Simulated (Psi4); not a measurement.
Psi4 1.11, B3LYP/def2-svp: Si(F)2(OMe)(SiH3) (CO[Si](F)(F)[SiH3]), 12 atoms. The geometry is a generated start, not checked to be a minimum at this level.

```json
{
 "task": "energy",
 "method": "b3lyp",
 "basis": "def2-svp",
 "memory": "3 GB",
 "maxiter": "100",
 "keys_of_the_molecule_block": "symmetry c1",
 "scf_type": "df (default)",
 "diis_max_vecs": "10 (default)",
 "e_convergence": "1e-06 (default)",
 "d_convergence": "1e-06 (default)",
 "dft_radial_points": "75 (default)",
 "dft_spherical_points": "302 (default)",
 "basis_functions": "122",
 "grid_points": "257589"
}
```

```xyz
12

C      1.8664    -0.5110    -1.2130
O      0.8707    -0.3642    -0.2271
Si    -0.5380     0.4033    -0.2698
F     -1.3711    -0.0766    -1.5610
F     -0.3180     1.9248    -0.7463
Si    -1.5355     0.1131     1.7504
H      1.4574    -1.0088    -2.0932
H      2.2583     0.4641    -1.5042
H      2.6650    -1.1162    -0.7838
H     -2.8144     0.8312     1.7708
H     -0.7199     0.6377     2.8493
H     -1.8209    -1.2974     2.0279
```

With the defaults (diis = true, scf_initial_accelerator = adiis, damping_percentage = 0, guess = auto, which took SAD, level_shift = 0, level_shift_cutoff = 0.01, soscf = false, soscf_start_convergence = 0.01, diis_start = 1) it converges in 8 SCF iterations. One run each on 2 threads, with these changes:
- diis_start = 4
- level_shift = 0.1, level_shift_cutoff = 0.001
- diis = false, scf_initial_accelerator = none, damping_percentage = 60
- level_shift = 0.5, level_shift_cutoff = 0.001
- scf_initial_accelerator = ediis
- guess = modhuckel
- soscf = true, soscf_start_convergence = 0.001
- guess = sapgau
- damping_percentage = 60

### Question
Name the settings that don't reach the solution of the defaults.

### Answer
No convergence: diis = false, scf_initial_accelerator = none, damping_percentage = 60 (the run ends without SCF convergence in 100 iterations). The rest reach the solution of the defaults.

```tsv
setting	SCF iterations	JK calls	end
soscf = true, soscf_start_convergence = 0.001	7	18	same solution
the defaults	8	9	same solution
scf_initial_accelerator = ediis	8	9	same solution
level_shift = 0.1, level_shift_cutoff = 0.001	8	9	same solution
level_shift = 0.5, level_shift_cutoff = 0.001	8	9	same solution
guess = modhuckel	9	37	same solution
guess = sapgau	10	10	same solution
diis_start = 4	14	15	same solution
damping_percentage = 60	56	57	same solution
diis = false, scf_initial_accelerator = none, damping_percentage = 60	100	101	no convergence
```

An SOSCF iteration holds several JK calls; a Hückel guess adds calls on atoms.
